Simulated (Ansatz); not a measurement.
**What uniaxial strain ε_zz = −3.00 % does to BP**

The parent structure is BP in the zinc blende structure (space group F-43m, No. 216; a = 4.491 Å). Axes: x, y, z lie along the cube axes.

It is then changed as follows: uniaxial strain ε_zz = −3.00 %, all other strain components held at zero; the atoms relax in the strained cell.

Computed with LDA in Ansatz (plane waves to 420 eV, PAW, no spin-orbit coupling). Γ-centred 13×13×13 mesh, Fermi–Dirac width 0.05 eV.

The volume per atom decreases by 0.34 Å³ to 10.98 Å³ and the shortest interatomic distance shrinks by 0.019 Å (1.944 Å → 1.925 Å). The energy rises by 12 meV/atom and the pressure (mean of the normal stresses, compression positive) increases by 5.64 GPa to 5.63 GPa. The band gap decreases by 0.50 eV, from 1.14 eV to 0.64 eV and the gap character amounts to indirect, Γ → Γ–M (84 % along). The smallest direct gap shrinks by 0.25 eV, from 3.43 eV to 3.18 eV and the electron mass becomes 1.2 mₑ along k, 0.22 mₑ across (off the special points) (base: 1.3 mₑ along k, 0.22 mₑ across (off the special points)). The valence-band top at Γ (three highest levels, from the VBM) goes from 0.00, 0.00, 0.00 eV to 0.00, -0.29, -0.29 eV and the stress (xx, yy, zz, yz, xz, xy; compression positive) is (2.91, 2.91, 11.08, 0.00, 0.00, 0.00) GPa.

Masses are band curvatures over ±0.01 Å⁻¹ around the edge. Along k means along the line from Γ to the band edge. Whether these cells are dynamically stable was not tested. Labels are those of the standard path for the cell's own space group.

Ansatz is a quantum-chemistry and plane-wave program.
